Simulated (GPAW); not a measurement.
**Input and output of a self-consistent single point for CoNiSb (P3m1, 9 atoms in the cell) (GPAW)**

Level of theory: PBEsol, GPAW PAW datasets PBEsol (made by gpaw-setup) (plane waves; GPAW 25.7.0).

Input:

```python
from ase import Atoms
from ase.units import GPa
from gpaw import GPAW

atoms = Atoms(['Co', 'Co', 'Co', 'Ni', 'Ni', 'Ni', 'Sb', 'Sb', 'Sb'],
              cell=[[4.015800, 0.000000, 0.000000],
                    [-2.007900, 3.477785, 0.000000],
                    [0.000000, 0.000000, 9.876520]],
              positions=[[-0.000002, 2.318524, 2.547253],
                         [-0.000002, 2.318524, 7.337859],
                         [-0.000002, 2.318524, 9.803434],
                         [-0.000002, 2.318524, 4.846803],
                         [0.000000, 0.000000, 1.126615],
                         [0.000000, 0.000000, 3.816485],
                         [0.000000, 0.000000, 8.500424],
                         [2.007902, 1.159261, 1.871601],
                         [2.007902, 1.159261, 5.828332]],
              pbc=True)

atoms.set_initial_magnetic_moments([3.0, 0.0, 3.0, 0.0, 0.0, 0.0, 0.0, 0.0, 0.0])

calc = GPAW(spinpol=True,
            mode={'name': 'pw', 'ecut': 800},
            xc='PBEsol',
            kpts={'size': (5, 5, 2), 'gamma': True},
            occupations={'name': 'methfessel-paxton', 'width': 0.05, 'order': 0},
            nbands=-17,
            convergence={'density': 1e-05, 'energy': 1e-05},
            symmetry={'symmorphic': False, 'tolerance': 0.0005},
            maxiter=150)

atoms.calc = calc

energy = atoms.get_potential_energy()
print('Energy (eV):', round(energy, 6))
forces = atoms.get_forces()
print('Forces (eV/Ang):')
print(forces.round(5))
stress = atoms.get_stress()
print('Stress (GPa, Voigt):', (stress / GPa).round(4))
```

Log, with long lists cut:

```
Input parameters:
  convergence: {density: 1e-05,
                energy: 1e-05}
  kpts: {gamma: True,
         size: (5, 5, 2)}
  maxiter: 150
  mode: {ecut: 800,
         name: pw}
  nbands: -17
  occupations: {name: methfessel-paxton,
                order: 0,
                width: 0.05}
  spinpol: True
  symmetry: {symmorphic: False,
             tolerance: 0.0005}
  xc: PBEsol

species:
  Co:
    name: Cobalt
    Z: 27.0
    valence: 9
    core: 18
    charge: 0.0
    file: Co.PBEsol.gz

    # Using partial waves for Co as LCAO basis

  Ni:
    name: Nickel
    Z: 28.0
    valence: 16
    core: 12
    charge: 0.0
    file: Ni.PBEsol.gz

    # Using partial waves for Ni as LCAO basis

  Sb:
    name: Antimony
    Z: 51.0
    valence: 15
    core: 36
    charge: 0.0
    file: Sb.PBEsol.gz

    # Using partial waves for Sb as LCAO basis

Reference energy: -766218.698352  # eV

Spin-polarized calculation.
Initial magnetic moment: 6.000000

Convergence criteria:
 Maximum [total energy] change in last 3 cyles: 1e-05 eV / valence electron
 Maximum integral of absolute [dens]ity change: 1e-05 electrons / valence electron
 Maximum integral of absolute [eigenst]ate change: 4e-08 eV^2 / valence electron
 Maximum number of scf [iter]ations: 150

Symmetries present (total): 6
Symmetries with fractional translations: 0
50 k-points: 5 x 5 x 2 Monkhorst-Pack grid + [0.000000,0.000000,1/4]
10 k-points in the irreducible part of the Brillouin zone
       k-points in crystal coordinates                weights
   0:     0.00000000    0.00000000    0.00000000          1/50
   1:     0.00000000    0.00000000    0.50000000          1/50
   2:     0.20000000    0.00000000    0.00000000          6/50
   3:     0.20000000    0.00000000    0.50000000          6/50
   4:     0.40000000   -0.20000000    0.00000000          6/50
   5:     0.40000000   -0.20000000    0.50000000          6/50
   6:     0.40000000    0.00000000    0.00000000          6/50
   7:     0.40000000    0.00000000    0.50000000          6/50
   8:     0.40000000    0.40000000    0.00000000          6/50
   9:     0.40000000    0.40000000    0.50000000          6/50

Wave functions: Plane wave expansion
  Cutoff energy: 800.000 eV
  Number of coefficients (min, max): 7060, 7149
  Pulay-stress correction: 0.000000 eV/Ang^3 (de/decut=0.000000)

Occupation numbers: Methfessel-Paxton:
  width: 0.0500  # eV
  order: 0

Eigensolver

Densities:
  Coarse grid: 27*27*70 grid
  Fine grid: 54*54*140 grid
  Total Charge: 0.000000

Density mixing:
  Method: difference
  Backend: pulay
  Linear mixing parameter: 0.05
  old densities: 5
  Damping of long wavelength oscillations: 50

Hamiltonian:
  XC and Coulomb potentials evaluated on a 54*54*140 grid
  External potential:
    NoExternalPotential

XC parameters: PBEsol with 2 nearest neighbor stencil

Number of atoms: 9
Number of atomic orbitals: 90
Number of bands in calculation: 80
Number of valence electrons: 120
Bands to converge: occupied

Density initialized from atomic densities
  80 bands from LCAO basis set

Atomic positions and initial magnetic moments

Positions:
   0 Co    -0.000002    2.318524    2.547253    ( 0.0000,  0.0000,  3.0000)
   1 Co    -0.000002    2.318524    7.337859    ( 0.0000,  0.0000,  0.0000)
   2 Co    -0.000002    2.318524    9.803434    ( 0.0000,  0.0000,  3.0000)
   3 Ni    -0.000002    2.318524    4.846803    ( 0.0000,  0.0000,  0.0000)
   4 Ni     0.000000    0.000000    1.126615    ( 0.0000,  0.0000,  0.0000)
   5 Ni     0.000000    0.000000    3.816485    ( 0.0000,  0.0000,  0.0000)
   6 Sb     0.000000    0.000000    8.500424    ( 0.0000,  0.0000,  0.0000)
   7 Sb     2.007902    1.159261    1.871601    ( 0.0000,  0.0000,  0.0000)
   8 Sb     2.007902    1.159261    5.828332    ( 0.0000,  0.0000,  0.0000)

Unit cell:
           periodic     x           y           z      points  spacing
  1. axis:    yes    4.015800    0.000000    0.000000    27     0.1288
  2. axis:    yes   -2.007900    3.477785    0.000000    27     0.1288
  3. axis:    yes    0.000000    0.000000    9.876520    70     0.1411

  Lengths:   4.015800   4.015800   9.876520
  Angles:   90.000000  90.000000 119.999999

Effective grid spacing dv^(1/3) = 0.1393

     iter     time        total  log10-change:  magmom
                         energy   eigst   dens
iter:   1 --:--:--   -68.185050                   +6.0081
iter:   2 --:--:--   -67.079824   -0.22  -1.37    +4.4183
iter:   3 --:--:--   -66.048584   -0.95  -1.43    +3.5898
iter:   4 --:--:--   -65.159521   -1.27  -1.51    +3.0905
iter:   5 --:--:--   -65.433127   -2.05  -1.62    +2.9967
iter:   6 --:--:--   -65.060033   -2.08  -1.67    +2.7095
   [... 63 lines left out ...]
iter:  70 --:--:--   -64.844382   -2.94  -2.13    +0.3216
iter:  71 --:--:--   -64.844072   -4.37  -2.71    +0.3262
iter:  72 --:--:--   -64.832879   -3.90  -2.73    +0.3189
iter:  73 --:--:--   -64.831204   -4.95  -2.79    +0.3304
iter:  74 --:--:--   -64.830315   -4.51  -2.81    +0.2997
iter:  75 --:--:--   -64.830985c  -4.59  -2.90    +0.2709
iter:  76 --:--:--   -64.827563   -4.13  -2.88    +0.2701
iter:  77 --:--:--   -64.827942   -4.95  -3.17    +0.2305
iter:  78 --:--:--   -64.827640c  -4.90  -3.20    +0.2656
iter:  79 --:--:--   -64.826133   -4.26  -3.35    +0.5003
iter:  80 --:--:--   -64.828455   -4.14  -3.38    +0.1881
iter:  81 --:--:--   -64.828372   -5.44  -3.51    +0.2037
iter:  82 --:--:--   -64.828634c  -5.08  -3.61    +0.2370
iter:  83 --:--:--   -64.827603c  -4.14  -3.74    +0.0804
iter:  84 --:--:--   -64.826904   -4.30  -3.64    -0.0350
iter:  85 --:--:--   -64.826967c  -5.27  -3.61    -0.0664
iter:  86 --:--:--   -64.827213c  -6.02  -3.62    -0.0523
iter:  87 --:--:--   -64.826439c  -4.65  -3.59    -0.1299
iter:  88 --:--:--   -64.826133c  -5.02  -3.61    -0.1746
iter:  89 --:--:--   -64.825876c  -4.80  -3.61    -0.2480
iter:  90 --:--:--   -64.825832c  -5.29  -3.74    -0.2723
   [... 15 lines left out ...]
iter: 106 --:--:--   -64.826308c  -6.72  -4.75    -0.2659
iter: 107 --:--:--   -64.826287c  -6.40  -4.93    -0.2479
iter: 108 --:--:--   -64.826237c  -5.38  -5.00    -0.1886
iter: 109 --:--:--   -64.826264c  -6.09  -4.65    -0.2266
iter: 110 --:--:--   -64.826269c  -6.96  -4.98    -0.2327
iter: 111 --:--:--   -64.826242c  -5.88  -5.11c   -0.1957
iter: 112 --:--:--   -64.826265c  -6.13  -4.82    -0.2285
iter: 113 --:--:--   -64.826263c  -7.65c -5.09c   -0.2275

Converged after 113 iterations.

Dipole moment: (1.260879, -0.727970, 4.191339) |e|*Ang

Total magnetic moment: (0.000000, 0.000000, -0.227494)
Local magnetic moments:
   0 Co ( 0.000000,  0.000000, -0.093205)
   1 Co ( 0.000000,  0.000000, -0.041946)
   2 Co ( 0.000000,  0.000000,  0.007937)
   3 Ni ( 0.000000,  0.000000, -0.018636)
   4 Ni ( 0.000000,  0.000000, -0.003849)
   5 Ni ( 0.000000,  0.000000, -0.081164)
   6 Sb ( 0.000000,  0.000000,  0.000737)
   7 Sb ( 0.000000,  0.000000,  0.001305)
   8 Sb ( 0.000000,  0.000000,  0.000194)

Energy contributions relative to reference atoms: (reference = -766218.698352)

Kinetic:        +51.289278
Potential:      -35.251305
External:        +0.000000
XC:             -81.013164
Entropy (-ST):   -0.011840
Local:           +0.154848
SIC:             +0.000000
--------------------------
Free energy:    -64.832184
Extrapolated:   -64.826263

Spin contamination: 0.027297 electrons
Showing only first 2 kpts
                      Up                     Down
 Kpt  Band  Eigenvalues  Occupancy  Eigenvalues  Occupancy
  0    58     10.16910    0.00000     10.13179    0.00000
  0    59     10.97615    0.00000     10.96909    0.00000
  0    60     10.97617    0.00000     10.96911    0.00000
  0    61     11.18936    0.00000     11.18320    0.00000

  1    58     10.03596    0.00000      9.99763    0.00000
  1    59     10.35036    0.00000     10.33181    0.00000
  1    60     11.07933    0.00000     11.07260    0.00000
  1    61     11.07935    0.00000     11.07263    0.00000

Fermi level: 9.04419

No gap
No difference between direct/indirect transitions
Energy (eV): -64.826263

Forces in eV/Ang:
  0 Co   -0.00000    0.00000   -0.03448
  1 Co   -0.00000    0.00000   -0.05198
  2 Co   -0.00000   -0.00000   -0.00250
  3 Ni   -0.00000    0.00000    0.02560
  4 Ni    0.00000    0.00000    0.02930
  5 Ni    0.00000    0.00000   -0.07080
  6 Sb    0.00000   -0.00000    0.19003
  7 Sb    0.00000   -0.00000   -0.01230
  8 Sb    0.00000    0.00000   -0.07176

Stress tensor:
     0.040239    -0.000000    -0.000000
    -0.000000     0.040239    -0.000000
    -0.000000    -0.000000     0.030388
Stress (GPa, Voigt): [ 6.4469  6.4469  4.8688 -0.     -0.     -0.    ]
```

The run converged in 113 iterations. GPAW prints stress with tension positive.

The starting cell comes from a database of computed structures (which also holds hypothetical and non-ambient phases and stackings), without a prior relaxation at this level. Spin-orbit coupling is off. The moments shrank to a small part of their start, a low-spin state that need not be the lowest. With a pressure of about -6 GPa the cell is away from its equilibrium volume at this level.

Cost on one core of a shared machine: roughly 40 min.
